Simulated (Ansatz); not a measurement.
System: CuCl (model structure, Pm-3m, No. 221, 2 atoms in the cell). Method: LDA (Ansatz, a program for electronic structure, plane waves, PAW).

Run with plane-wave cutoff 520 eV, 18×18×18 k mesh, Fermi–Dirac smearing 0.05 eV, no spin polarisation, scalar-relativistic PAW data made under PBE.

Cell (relaxed at this level):

```
CuCl
1.0
    3.07068     0.00000     0.00000
    0.00000     3.07068     0.00000
    0.00000     0.00000     3.07068
Cu Cl
1 1
Direct
  0.00000   0.00000   0.00000
  0.50000   0.50000   0.50000
```

Q: Give the computed band gap and smallest direct gap on the k points sampled.

A: 
- band gap = 0.09 eV (under three smearing widths, so not firm)
- smallest direct gap on the k points sampled = 1.34 eV

Note: the relaxation could raise the start's symmetry but not lower it, so the cell can be a saddle point.

Computed values are for the static lattice.

Cost on a shared machine: around 4 core-seconds (rough).

A model structure was made by putting elements into a prototype or built by hand; it is no filed structure, need not be a known phase, and can be a saddle point held by its symmetry.
